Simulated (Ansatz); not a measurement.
## Variants of one calculation on Ti₄Al₂CN (P-3m1, 8 atoms in the cell)

```
Ti4Al2CN
1.0
    3.03741     0.00000     0.00000
   -1.51870     2.63047     0.00000
    0.00000     0.00000    13.64371
Ti Al C N
4 2 1 1
Cartesian
  1.51871   0.87682   5.67797
  0.00000   1.75365   7.96574
  0.00000   1.75365  12.49286
  1.51871   0.87682   1.15085
  1.51871   0.87682  10.21873
  0.00000   1.75365   3.42498
  0.00000   0.00000   0.00000
  0.00000   0.00000   6.82186
```

Base run A: PBEsol, default PAW files made with PBE in Ansatz (an electronic-structure program), self-consistent single point.

Its settings: kpoints.mp_grid.grid = 10 10 2; hamiltonian.xc = pbesol; hamiltonian.pseudopotentials = {kind: paw} (the program's default PAW files); scf.occupations.method = fermi_dirac; scf.occupations.width = 0.1 eV.

The starting cell comes from a database of computed structures (which also holds hypothetical and non-ambient phases and stackings), without a prior relaxation at this level. Spin polarisation is off; with an odd number of electrons in the cell that forces a metal, and a magnetic state may lie lower. In the base run, with a pressure of about -5 GPa the cell is away from its equilibrium volume at this level. Ansatz's pressure includes its estimate of the finite-basis (Pulay) stress.

ΔF is the free energy per atom less that of run A. 

Run A gave: pressure (GPa) -4.69; largest force (eV/Å) 0.344; k-points 28.

Runs:
- B: scf.convergence.dr2_threshold: default (1e-07 eV) → 1e-06 eV
- C: crystal.symmetry.detect: default → false
- D: kpoints.mp_grid.grid: 10 10 2 → 12 12 3; scf.occupations.width: 0.1 eV → 0.03 eV
- E: scf.occupations.method: fermi_dirac → tetrahedron; scf.occupations.width: 0.1 eV → default
- F: scf.occupations.width: 0.1 eV → 0.002 eV
- G: scf.mixing.algorithm: default (the program chose MSR1) → msr1; scf.mixing.ndim: default → 1
- H: scf.mixing.preconditioner: default (the program chose Kerker) → local_kerker
- I: scf.mixing.algorithm: default (the program chose MSR1) → broyden; scf.mixing.beta: default → 0.02

Q: What does run D change against A?

A: The free energy rises by 6.0 meV/atom, the pressure goes from -4.69 to -4.80 GPa and the largest force hardly changes (0.344 to 0.335 eV/Å).

Q: What does run F change against A?

A: The free energy rises by 8.7 meV/atom, the pressure hardly changes (-4.69 to -4.76 GPa) and the largest force goes from 0.344 to 0.383 eV/Å.

Q: What does run E change against A?

A: The free energy rises by 7.5 meV/atom, the pressure goes from -4.69 to -4.79 GPa and the largest force goes from 0.344 to 0.383 eV/Å.

| run | ΔF (meV/atom) | pressure (GPa) | largest force (eV/Å) | k-points |
|---|---|---|---|---|
| A | 0.00 | -4.69 | 0.344 | 28 |
| B | 0.00 | -4.69 | 0.344 | 28 |
| C | 0.00 | -4.69 | 0.344 | 104 |
| D | 6.0 | -4.80 | 0.335 | 50 |
| E | 7.5 | -4.79 | 0.383 | 28 |
| F | 8.7 | -4.76 | 0.383 | 28 |
| G | 0.00 | -4.69 | 0.344 | 28 |
| H | 0.00 | -4.69 | 0.345 | 28 |
| I | 0.00 | -4.68 | 0.344 | 28 |

Keys are those of Ansatz 0.2.
